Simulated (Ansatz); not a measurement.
Consider CaF$_{2}$ in the fluorite structure (space group Fm-3m, No. 225).

```
CELL_PARAMETERS angstrom
      0.00000     2.75551     2.75551
      2.75551     0.00000     2.75551
      2.75551     2.75551     0.00000
ATOMIC_POSITIONS crystal
  Ca 0.00000 0.00000 0.00000
  F  0.25000 0.25000 0.25000
  F  0.75000 0.75000 0.75000
```

All numbers come from PBE (Ansatz, an electronic-structure program, PAW, scalar-relativistic without spin-orbit coupling), earlier PAW set.

One change was made to it. Results:

| quantity | base | after |
|---|---|---|
| shortest interatomic distance | 2.386 Å | 2.210 Å |
| valley order (the lowest conduction-band minima on the path, energy above the VBM, named in the base's zone) | Γ 7.14 eV; X along ⟨100⟩ 8.05 eV | Γ 8.61 eV; X along ⟨100⟩ 8.68 eV |

Question: Which change produced these results?
A) pressure 7 GPa
B) pressure 75 GPa
C) pressure 15 GPa
D) pressure 3 GPa
E) pressure 30 GPa

Answer: E, pressure 30 GPa. For comparison, the valley order in the other runs: pressure 7 GPa gives Γ 7.60 eV; X along ⟨100⟩ 8.27 eV; pressure 3 GPa gives Γ 7.35 eV; X along ⟨100⟩ 8.15 eV; pressure 15 GPa gives Γ 8.01 eV; X along ⟨100⟩ 8.44 eV; pressure 75 GPa gives X along ⟨100⟩ 9.08 eV; Γ 9.81 eV.

The levels and masses belong to the bands next to the band gap. Load acts through the strain it causes; cell and atoms are relaxed under it. Whether these cells are dynamically stable was not tested. Competing high-pressure phases were not computed.
